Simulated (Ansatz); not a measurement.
Consider the following.

```yaml
crystal:
  lattice:
    - [4.07411, 0.00000, 0.00000]
    - [-2.03706, 3.52828, 0.00000]
    - [0.00000, 0.00000, 6.67657]
  atoms:
    - { symbol: Cd, position: [0.33333, 0.66667, 0.00111] }
    - { symbol: Cd, position: [0.66667, 0.33333, 0.50111] }
    - { symbol: S, position: [0.33333, 0.66667, 0.37589] }
    - { symbol: S, position: [0.66667, 0.33333, 0.87589] }
```

No spin polarisation.

Level of theory: Ansatz (a program for electronic structure), LDA, PAW, cutoff 420 eV, without spin-orbit coupling. k-mesh 9×9×5 (Γ-centred); smearing 0.05 eV (Fermi–Dirac).

### Question
Predict the electron mass and valence-band top at Γ.

### Answer
- Electron mass = 0.11 mₑ along z, 0.11 mₑ across (at Γ)
- Valence-band top at Γ (three highest levels, from the VBM) = 0.00, 0.00, -0.08 eV

The levels and masses belong to the bands next to the band gap. The cells carry an imposed strain or load. Masses are band curvatures over ±0.01 Å⁻¹ around the edge. Stability against distortions was not tested. The cell was made from CdS in the wurtzite structure (space group P6_3mc, No. 186) by this change: uniaxial strain ε_zz = +0.60 %.
